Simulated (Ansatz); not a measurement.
Abridged Ansatz (a quantum-chemistry and plane-wave program) output:

```
Relaxation: its limit of steps is 50 (relax.max_steps)
Pseudopotential: Zr, paw, valence charge 12
Pseudopotential: O, paw, valence charge 6
Crystal: 3 atoms, lattice volume = 39.172 Å³
Basis set: ecut = 420 eV, 749 PW (Γ), exchange–correlation on 54×54×54 points (8 copies of the dense FFT grid, shifted against one another)
Bands: 16, of which v1, the nominal top of the filled ones, is band 12 counted from 1 (11 counted from 0)
Symmetry: 48 space group operations
k-points: 56 of 1331
Functional: x = pbe(κ = 0.804, μ = 0.2195149727645171), c = pbe(β = 0.06672455060314922)
SCF iter   1: F=—  HF=-5323.277780 eV  |F-HF|=—  |Δ(HF+E_count)|=         —  Δρ=1.78e-3  dr2=1.30e-3  ethr=1.77e-3  ⟨swp⟩=5.4  Hψ=4053  notcnv=0
SCF iter   2: F=—  HF=-5323.277601 eV  |F-HF|=—  |Δ(HF+E_count)|=   1.79e-4  Δρ=1.64e-3  dr2=9.91e-4  ethr=5.41e-6  ⟨swp⟩=2.2  Hψ=2081  notcnv=0
SCF 1 converged in 7 iterations: F = -5323.277370 eV  dr2 = 1.04e-11
relax step   1: F+E_penalty+E_count = -5323.27736977 eV  Δ(F+E_penalty+E_count) = +0.000e0 eV  max|allowed force component| = 1.542e-18 eV/Å  Δτ_max = 0.0000 Å  (7 SCF iters, accepted)
SCF converged after 7 iterations
Free energy (F): -5323.277370 eV
Internal energy: -5323.277370 eV  (E = F + TS)
E sigma→0 (E₀):  -5323.277370 eV
Fermi energy:    10.985713 eV
--- Forces (eV/Å), atoms counted from 1 ---
  atom   1  Zr    -0.00000000     0.00000000     0.00000000
  atom   2  O      0.00000000    -0.00000000    -0.00000000
  atom   3  O      0.00000000     0.00000000    -0.00000000
--- Stress (GPa, compression-positive) ---
      -26.588408       0.000000       0.000000
        0.000000     -26.588408      -0.000000
       -0.000000       0.000000     -26.588408
  P = ⅓ Tr σ = -26.5884 GPa (-265.884 kbar)
--- Relaxed structure (1 steps of the walk, 1 accepted, 0 SCFs on fresh bases) ---
  atoms:
    - { symbol: Zr, position: [0.0, 0.0, 0.0] }
    - { symbol: O, position: [0.25, 0.25, 0.25] }
    - { symbol: O, position: [0.75, 0.75, 0.75] }
```

**Question.** What was computed, and what are the main results?

**Answer.** ZrO2, 3 atoms in the cell, with Ansatz, PBE, PAW, cutoff 420 eV, scalar-relativistic without spin-orbit coupling. The last SCF converged to F = -5323.277370 eV, or -1774.4258 eV per atom, at a pressure of -26.59 GPa. The total energy compares only with runs of the same code, potentials and settings.

The cells carry an imposed strain or load. Stability against distortions was not tested. The cell was made from ZrO2 in the fluorite structure (space group Fm-3m, No. 225) by this change: isotropic strain +5.38 %. This is not the structure that ZrO2 has at room temperature and ambient pressure.

Keys are those of Ansatz 0.2.
